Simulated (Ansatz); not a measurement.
**How far PBE-D3(BJ) and PBEsol-D3(BJ) part for SnS, pressure 4.5 GPa**

The reference is SnS in the GeS type structure (space group Pnma, No. 62; a = 11.155 Å, b = 4.000 Å, c = 4.261 Å).

(Cell as relaxed with PBE-D3(BJ).)

Levels (all Ansatz, a first-principles code, PAW): PBE-D3(BJ) (420 eV, no SOC); PBEsol-D3(BJ) (420 eV, scalar-relativistic without spin-orbit coupling).

Each level relaxes its own structure.

| base | PBE-D3(BJ) | PBEsol-D3(BJ) |
|---|---|---|
| volume per atom | 23.77 Å³ | 22.17 Å³ |
| band gap | 0.70 eV | 0.30 eV |

Now apply this change: cell and atoms relaxed at a pressure of 4.5 GPa.

```json
[
 {"quantity": "band gap", "PBE-D3(BJ)": "0.13 eV", "PBEsol-D3(BJ)": "(withheld)"},
 {"quantity": "shortest interatomic distance", "PBE-D3(BJ)": "2.604 Å", "PBEsol-D3(BJ)": "(withheld)"}
]
```

What does PBEsol-D3(BJ) give?


- band gap, PBEsol-D3(BJ): zero
- shortest interatomic distance, PBEsol-D3(BJ): 2.574 Å

They disagree on the band gap; PBE-D3(BJ)'s shortest interatomic distance lies 0.0290 Å above PBEsol-D3(BJ)'s (1.1 %). Neither level is exact; PBEsol-D3(BJ) is the comparison here, not a measurement.

A case with no gap was solved on a k-mesh chosen for an insulator, which is coarse for it. Load acts through the strain it causes; cell and atoms are relaxed under it. Stability against distortions was not tested. All final runs are without spin polarisation. A zero or small gap of SnS under pressure 4.5 GPa can be the functional's error rather than a property of the material.
